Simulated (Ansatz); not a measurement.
Start from PtGe (space group Pnma, No. 62; a = 5.772 Å, b = 3.713 Å, c = 6.129 Å). Axes: x, y, z lie along a, b, c of the conventional cell.

Calculations: r2SCAN, PAW, 500 eV (Ansatz, a program for electronic structure; no spin-orbit coupling).

Before the change:

* **Pressure**: 0.0 GPa
* **Shortest interatomic distance**: 2.480 Å

Perturbation: tensor shear ε_yz = −2.11 % (engineering shear γ = -0.0422); the atoms relax in the strained cell.

Task: What does the calculation give for the pressure, energy relative to the base, largest internal atomic displacement and shortest interatomic distance after the change?

Result: The pressure (mean of the normal stresses, compression positive) goes from zero to 0.2 GPa; the energy rises by 6.8 meV/atom; the largest internal atomic displacement is 0.035 Å; the shortest interatomic distance hardly moves (2.480 Å against 2.481 Å).

Without a gap, meshes like the base's 8×13×8 leave anisotropic stresses uncertain by several tenths of a GPa, and small strain energies with them. Whether these cells are dynamically stable was not tested. All final runs are without spin polarisation.
